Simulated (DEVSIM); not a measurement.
Simulated with DEVSIM: 1D drift-diffusion, Boltzmann statistics, complete ionisation; no tunnelling, impact ionisation, image-force lowering or self-heating. Band offsets follow the typed affinities; no thermionic-emission limit at abrupt steps, no polarisation charge.

Device: double heterostructure, GaAs between p- and n-type In0.49Ga0.51P, at 300 K.

```tsv
layer (left to right)	material	thickness (μm)	Nd (cm⁻³)	Na (cm⁻³)	τn (s)	τp (s)
1	In0.49Ga0.51P	0.930	4.4e17	-	6.5e-8	6.5e-8
2	GaAs	0.0430	-	2e14	6.5e-8	6.5e-8
3	In0.49Ga0.51P	0.690	-	3.4e17	6.5e-8	6.5e-8
```

Left contact: ohmic. Right contact: ohmic. Voltage is applied to the left contact. Recombination: SRH at mid-gap, radiative. Mobility is μmin + (μ − μmin)/(1 + (N/Nref)^α).

The device is made up for the run: typed textbook-type constants, with dimensions and the other settings drawn at random. Values at 300 K. The table also holds parameters that only a changed run uses.

| parameter | In0.49Ga0.51P | GaAs |
|---|---|---|
| gap (eV) | 1.89 | 1.424 |
| affinity (eV) | 4 | 4.07 |
| permittivity | 11.8 | 12.9 |
| Nc (cm⁻³) | 9e17 | 4.7e17 |
| Nv (cm⁻³) | 1.3e19 | 9e18 |
| μn (cm²/Vs) | 1500 | 8500 |
| μp (cm²/Vs) | 80 | 400 |
| μn,min | 400 | 500 |
| μp,min | 15 | 20 |
| Nref,n | 2e16 | 6e16 |
| Nref,p | 1.5e17 | 1.5e17 |
| αn | 0.7 | 0.39 |
| αp | 0.8 | 0.38 |
| B (cm³/s) | 1e-10 | 2e-10 |
| Cn (cm⁶/s) | 3e-30 | 1e-30 |
| Cp (cm⁶/s) | 3e-30 | 1e-30 |

One input was changed, with this effect: dark forward voltage at 1 A/cm² 1.269 → 1.261 V; dark forward voltage at 100 A/cm² 1.504 → 1.478 V.

Which change was it?
(A) Auger recombination switched on
(B) minority lifetime in layer 3 6.5e-08 → 6.5e-07 s
(C) minority lifetime in layer 1 6.5e-08 → 2e-09 s
(D) constant mobility in place of the doping-dependent one
(E) doping Na of layer 2 2e+14 → 6e+12 cm^-3

D, constant mobility in place of the doping-dependent one
